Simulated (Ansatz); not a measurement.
Worked example: self-consistent single point of the (001) slab of HfAu (cut from a parent of space group no. 129; 8 atoms in the cell) in Ansatz (an electronic-structure program).

Level of theory: LDA (PW92), default PAW files made with PBE (plane waves; Ansatz).

The change in words: vacuum of 6 angstrom (first run: 14 Å); efield.axis: default → 3; efield.dipole_correction: default → true. Reference geometry:
```yaml
crystal:
  lattice:
    - [3.46644, 0.00000, 0.00000]
    - [0.00000, 3.46644, 0.00000]
    - [0.00000, 0.00000, 24.71098]
  atoms:
    - { symbol: Hf, position: [0.00000, 0.50000, 0.46223] }
    - { symbol: Hf, position: [0.50000, 0.00000, 0.28327] }
    - { symbol: Au, position: [0.00000, 0.50000, 0.34003] }
    - { symbol: Au, position: [0.50000, 0.00000, 0.40547] }
    - { symbol: Hf, position: [0.00000, 0.50000, 0.71672] }
    - { symbol: Hf, position: [0.50000, 0.00000, 0.53777] }
    - { symbol: Au, position: [0.00000, 0.50000, 0.59453] }
    - { symbol: Au, position: [0.50000, 0.00000, 0.65997] }
```

Reference input (self-consistent single point, DFT, LDA (PW92), plane waves, default PAW files made with PBE): basis.ecutwfc = 420 eV; kpoints.mp_grid.grid = 7 7 1; hamiltonian.xc = lda; hamiltonian.pseudopotentials = {kind: paw} (the program's default PAW files); scf.occupations.method = fermi_dirac; scf.occupations.width = 0.1 eV. This run's input differs from it in these lines:

Ansatz 0.2 input:
```diff
@@ -5,12 +5,12 @@
     - [0.000000, 3.466441, 0.000000]
-    - [0.000000, 0.000000, 24.710984]
+    - [0.000000, 0.000000, 16.710976]
   atoms:
-    - { symbol: Hf, position_ang: [0.000000, 1.733221, 11.422084] }
-    - { symbol: Hf, position_ang: [1.733221, 0.000000, 7.000004] }
-    - { symbol: Au, position_ang: [0.000000, 1.733221, 8.402476] }
-    - { symbol: Au, position_ang: [1.733221, 0.000000, 10.019612] }
-    - { symbol: Hf, position_ang: [0.000000, 1.733221, 17.710980] }
-    - { symbol: Hf, position_ang: [1.733221, 0.000000, 13.288900] }
-    - { symbol: Au, position_ang: [0.000000, 1.733221, 14.691372] }
-    - { symbol: Au, position_ang: [1.733221, 0.000000, 16.308508] }
+    - { symbol: Hf, position_ang: [0.000000, 1.733221, 7.422080] }
+    - { symbol: Hf, position_ang: [1.733221, 0.000000, 3.000005] }
+    - { symbol: Au, position_ang: [0.000000, 1.733221, 4.402473] }
+    - { symbol: Au, position_ang: [1.733221, 0.000000, 6.019611] }
+    - { symbol: Hf, position_ang: [0.000000, 1.733221, 13.710971] }
+    - { symbol: Hf, position_ang: [1.733221, 0.000000, 9.288896] }
+    - { symbol: Au, position_ang: [0.000000, 1.733221, 10.691365] }
+    - { symbol: Au, position_ang: [1.733221, 0.000000, 12.308503] }
 basis:
@@ -24,2 +24,5 @@
     kind: paw
+efield:
+  axis: 3
+  dipole_correction: true
 scf:
@@ -31,3 +34,2 @@
   eigenvalues: true
-  stress: true
```

Output, abridged:

```
SCF iter   1: F=—  HF=-113367.976907 eV  |F-HF|=—  |Δ(HF+E_count)|=         —  Δρ=8.16e-3  dr2=6.00e-1  ethr=1.77e-3  p=0.000 e·Å  D=1.26e-13 V/Å  ΔV_dip=-0.00 eV  dr2_dipole=1.61e-10  V_vac-E_F(+/−)=2.05/2.05 eV  ⟨swp⟩=4.8  Hψ=3340  notcnv=0  defer=9
all-band conjugate gradients solve this SCF's bands
efield: sawtooth ramp at fractional position 0.9500 (placed from the atoms, in the widest stretch of the axis that holds none …
   [... lines left out ...]
WARN: efield: at this solve's end the planar-averaged density reaches 6.52e-2 e/Å³ inside the ramp window [0.8902, 0.1098] (bound 1e-5 e/Å³) …
SCF 1 converged in 9 iterations: F = -113367.936222 eV  dr2 = 9.42e-8
Free energy (F): -113367.936222 eV
Internal energy: -113367.719363 eV  (E = F + TS)
E sigma→0 (E₀):  -113367.827793 eV
Entropy (-TS):   -0.216860 eV (-27.107 meV/atom)
Fermi energy:    15.175511 eV
Dipole field:    D = -0.000001 V/Å  (p = -0.000001 e·Å, saw-weighted, corrected)
Work function:   Φ+ = withheld (plateau slope 7.7e0 eV/Å)   Φ− = withheld (plateau slope 7.7e0 eV/Å)
Levels:          The Fermi level and band energies are counted from a zero that moves with the ramp; work functions are not
Vacuum region:   at the solve's end the planar-averaged density reaches 6.52e-2 e/Å³ inside the ramp window [0.8902, 0.1098] (bound 1e-5 e/Å³)
--- Forces (eV/Å), atoms counted from 1 ---
  atom   1  Hf    -0.00000000     0.00000000     0.19203707
  atom   2  Hf    -0.00000000     0.00000000     1.07492053
  atom   3  Au    -0.00000000     0.00000000    -0.58309570
  atom   4  Au     0.00000000     0.00000000    -0.37236204
  atom   5  Hf     0.00000000     0.00000000    -1.07491844
  atom   6  Hf     0.00000000     0.00000000    -0.19203541
  atom   7  Au     0.00000000     0.00000000     0.37236187
  atom   8  Au     0.00000000     0.00000000     0.58309523
```

The run converged in 9 iterations. Against the reference run the free energy drops by 8.3 meV/atom and the largest force goes from 1.227 to 1.075 eV/Å.

The starting cell comes from a database of computed structures (which also holds hypothetical and non-ambient phases and stackings), without a prior relaxation at this level. The slab is cut from that crystal, and its faces are unrelaxed. Its lattice was rescaled by up to half a per cent. Forces in this geometry exceed 1 eV/Å.
